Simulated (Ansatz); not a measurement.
Migration barriers: interstitial Li in zinc-blende BAs, charge state +1

Consider interstitial Li in zinc-blende BAs, charge state +1. All values below come from PBE, PAW (plane waves to 420 eV; Ansatz, a first-principles code).

Settings: 64 host sites, the relaxed PBE lattice, one k-point at (0.250, 0.250, 0.250), smearing 0.01 eV, spin-restricted, no image-charge correction. No zero-point or tunnelling terms. The charge state is imposed; whether it is stable for some Fermi level was not computed. Sites that were not tried may lie lower.

Barriers: single points on a 2×2×2 k-point mesh shifted by half a step at the bands' geometries.

```tsv
Route	Start site over the lowest site run (eV)	Hop (Å)	Forward barrier (eV)	Backward barrier (eV)	Neighbours at the start	Neighbours at the saddle	Saddle order	Forward, on the band's own sampling (eV)
one Li atom jumps by itself	0.00	2.09	1.32	0.47	3 As at 2.46, 3 As at 2.47; 3 B at 2.12, B at 2.14 Å	3 As at 2.14; 2 B at 2.09, B at 2.10 Å	not checked, on a symmetry element	1.33
```

Paths come from CI-NEB runs.  A band can be held on a symmetry element, so unchecked saddle points there may be too high.

The whole set of runs took about 0.9 core-hours (a rough figure).
